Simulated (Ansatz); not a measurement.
LiNbSe2 under a change: pressure 30 GPa

Start from LiNbSe₂ (space group P6_3/mmc, No. 194; a = 3.5241 Å, c = 13.5561 Å; a cell from a computed database, its experimental status unchecked).

Modification: a hydrostatic pressure of 30 GPa.

Level of theory: DFT with r2SCAN, PAW potentials and a 500 eV plane-wave cutoff in Ansatz (a quantum-chemistry and plane-wave program), no spin-orbit coupling. k-mesh 11×11×3 (Γ-centred); smearing 0.05 eV (Fermi–Dirac).

The volume per atom decreases by 3.919 Å³, from 18.22 Å³ to 14.31 Å³ and the lattice parameter a shrinks by 0.2385 Å to 3.286 Å. The c/a ratio shrinks by 0.121 (3.847 → 3.726) and the shortest interatomic distance shrinks by 0.259 Å (2.625 Å → 2.366 Å). The enthalpy H = E + PV relative to the base's energy amounts to +2.97 eV/atom and the band gap shrinks by 0.09 eV (0.74 eV → 0.65 eV). The gap character is still indirect, Γ → k = (0.182, 0.182, 0) in the run's primitive reciprocal basis and the smallest direct gap rises by 0.43 eV, from 1.42 eV to 1.85 eV. The width of the top valence band grows by 0.42 eV, from 1.35 eV to 1.77 eV and the electron mass is 0.31 mₑ along c, 0.52 mₑ across (off the special points). The hole mass goes from 0.72 mₑ along c, 0.61 mₑ across (at Γ) to 0.61 mₑ along c, 0.42 mₑ across (at Γ) and the valence-band top at Γ (three highest levels, from the VBM) goes from 0.00, -0.90, -2.28 eV to 0.00, -1.63, -1.94 eV.

Cost of the whole job for the changed cell (relaxation, final SCF and bands): very roughly 4 core-minutes.

Load acts through the strain it causes; cell and atoms are relaxed under it. Effective masses come from finite differences of ±0.01 Å⁻¹. Whether these cells are dynamically stable was not tested. No other phases were tried under pressure.
